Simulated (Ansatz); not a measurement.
Structures of equal composition on the (111) surface of fcc Pd: a layer of Ti in place of the second plane; a layer of Ti in place of the third plane. The slabs share one bottom face, and each structure is named by its start. These are constructed structures in small cells; real faces may alloy, dewet or reconstruct in larger ones, and not all known structures of the face are among them. Slabs of about 11 Å with all that they carry, Fermi-Dirac smearing of 0.1 eV. Bottom of the slabs: a bare face, its two planes held. Relaxed from the named starts with such symmetry as they have, on meshes of like density; energies extrapolated to zero smearing; no spin-orbit coupling, no U. Spin-polarised runs, if any, are marked in brackets, and their order is one that fits the cell; the others ran without spin.

Method: PBE (plane waves to 420 eV, PAW; Ansatz, an electronic-structure program).

### Question
Order them by energy per 1x1 cell (lowest first) at the level PBE.

### Answer
a layer of Ti in place of the second plane (0.000 eV), a layer of Ti in place of the third plane (0.145 eV)
